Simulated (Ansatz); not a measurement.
The starting structures come from a database of crystals and need not be the phases stable at ambient conditions.

Inside the gap of an insulator the Bloch states are evanescent, with a wavenumber k + iκ along the transport direction.

Here is the system:

```
CELL_PARAMETERS angstrom
      3.37360     0.00000     0.00000
     -1.68680     2.92162     0.00000
      1.68680     0.97387     6.19663
ATOMIC_POSITIONS crystal
  Lu 0.00000 0.50000 0.50000
  Ag 0.00000 0.00000 0.00000
  O  0.22221 0.11110 0.66669
  O  0.77779 0.88890 0.33331
```

Space group of this cell: R-3m. The cell is taken as given; by r2SCAN its mean pressure is 3.0 GPa.

Transport runs along the normal of the first two printed cell vectors, the (001) plane of the conventional cell.

The gap is the functional's own. No spin-orbit coupling. Mid-gap values are interpolated on the energy grid.

Q: Compute, with r2SCAN (Ansatz, a quantum-chemistry and plane-wave program), the band gap and the smallest decay constant κ at mid-gap.

A: Gap 2.49 eV on a 12×12×12 mesh; κ = 0.259 1/Å, at the zone centre.
